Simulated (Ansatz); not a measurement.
Base system: W in the bcc (W type) structure (space group Im-3m, No. 229).

```
W
1.0
   -1.58492     1.58492     1.58492
    1.58492    -1.58492     1.58492
    1.58492     1.58492    -1.58492
W
1
Direct
  0.00000   0.00000   0.00000
```

Method: Ansatz (an electronic-structure program), r2SCAN, PAW, cutoff 500 eV, spin-orbit coupling left out, earlier PAW set.

One change was made to it. Results:

| quantity | base | after |
|---|---|---|
| shortest interatomic distance | 2.745 Å | 2.892 Å |
| density | 19.17 g/cm³ | 6.48 g/cm³ |

Task: Which of these changes matches the shifts?
A) W → Re
B) W → Ge
C) W → Ta

Result: B, W → Ge. For comparison, the shortest interatomic distance in the other runs: W → Ta gives 2.862 Å; W → Re gives 2.681 Å.

Whether these cells are dynamically stable was not tested. For Ge and Re in this form, whether it has been made was not checked. The final runs are not spin-polarised. This is not the structure that Ge has at room temperature and ambient pressure. This is not the structure that Re has at room temperature and ambient pressure.
